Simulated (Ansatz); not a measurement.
A relaxation of cell and atoms of K3Al (Pm-3m, 4 atoms in the cell) with Ansatz (an electronic-structure program).

Computed with PBEsol, PAW files made with PBE (plane waves; Ansatz).

```xyz
4
Lattice="5.7719 0.0000 0.0000 0.0000 5.7719 0.0000 0.0000 0.0000 5.7719" Properties=species:S:1:pos:R:3 pbc="T T T"
K      0.0000     2.8859     2.8859
K      2.8859     0.0000     2.8859
K      2.8859     2.8859     0.0000
Al     0.0000     0.0000     0.0000
```

Reference input (self-consistent single point, DFT, PBEsol, plane waves, PAW files made with PBE): kpoints.mp_grid.grid = 5 5 5; hamiltonian.xc = pbesol; hamiltonian.pseudopotentials = {kind: paw} (the program's default PAW files); scf.occupations.method = fermi_dirac; scf.occupations.width = 0.05 eV. This run's input differs from it in these lines:

```diff
@@ -17,2 +17,4 @@
   occupations: { method: fermi_dirac, width: 0.05 }
+relax:
+  cell: {}
 output:
```

Output (repeated stretches shortened):

```
   [... SCF lines of the steps left out ...]
relax step   1: F+E_penalty+E_count = -5071.29705084 eV  Δ(F+E_penalty+E_count) = +0.000e0 eV  max|allowed force component| = 2.511e-28 eV/Å  Δτ_max = 0.0000 Å  P = -0.403 GPa  Ω = 192.287 Å³  (6 SCF iters, dr2 threshold 1.00e-7 eV, accepted)
relax step   2: F+E_penalty+E_count = -5071.30256582 eV  Δ(F+E_penalty+E_count) = -5.515e-3 eV  max|allowed force component| = 2.345e-29 eV/Å  Δτ_max = 0.0000 Å  P = -0.328 GPa  Ω = 189.888 Å³  energy of the carried Pulay correction = +3.468e-5 eV  [...]
relax step   3: F+E_penalty+E_count = -5071.31201452 eV  Δ(F+E_penalty+E_count) = -9.449e-3 eV  max|allowed force component| = 3.576e-29 eV/Å  Δτ_max = 0.0000 Å  P = +0.037 GPa  Ω = 180.183 Å³  energy of the carried Pulay correction = +1.795e-4 eV  [...]
relax step   4: F+E_penalty+E_count = -5071.31188498 eV  Δ(F+E_penalty+E_count) = +1.295e-4 eV  max|allowed force component| = 1.729e-29 eV/Å  Δτ_max = 0.0000 Å  P = +0.036 GPa  Ω = 180.183 Å³  stress off target by 3.58e-2 GPa  SCF on the basis [...]
basis re-selected at this cell: Δ(F+E_penalty+E_count) = +1.295e-4 eV, ΔP = -0.001 GPa vs the last step
the relaxation is at rest under the 48 symmetry operations that the run kept from its start: a minimum is not shown …
Stability not checked: this state was not tested for a lower state beside it, because too few of the mixer's solves of this state at the end of the SCF gave a …
Free energy (F): -5071.311885 eV
Internal energy: -5071.294747 eV  (E = F + TS)
   [... lines left out ...]
Fermi energy:    3.162841 eV
  cell:  # Å, volume = 180.1828 Å³
   [... lines left out ...]
  atoms:
    - { symbol: K, position: [2.6415954258562134e-35, 0.49999999999999994, 0.49999999999999994] }
    - { symbol: K, position: [0.49999999999999994, 6.603988566117427e-36, 0.49999999999999994] }
    - { symbol: K, position: [0.49999999999999994, 0.49999999999999994, 5.561253529327983e-36] }
    - { symbol: Al, position: [-2.7806267541434984e-36, 1.0427350371131688e-36, -2.7806267632073096e-36] }
```

The run converged. 

Summary of the result:
- Free energy E − TS (on the zero of these files): -5071.3119 eV
- Fermi level (on the code's own zero): 3.16 eV
- Pressure: 0.04 GPa
- Final cell: a = b = c = 5.648 Å, α = β = γ = 90.00°
- Final volume per atom: 45.05 Å³
- Relaxation steps: 4

The starting cell comes from a database of computed structures (which also holds hypothetical and non-ambient phases and stackings), without a prior relaxation at this level. The relaxation keeps the symmetry of its start, so its end need not be a minimum. Ansatz's pressure includes its estimate of the finite-basis (Pulay) stress.

Keys are those of Ansatz 0.2.
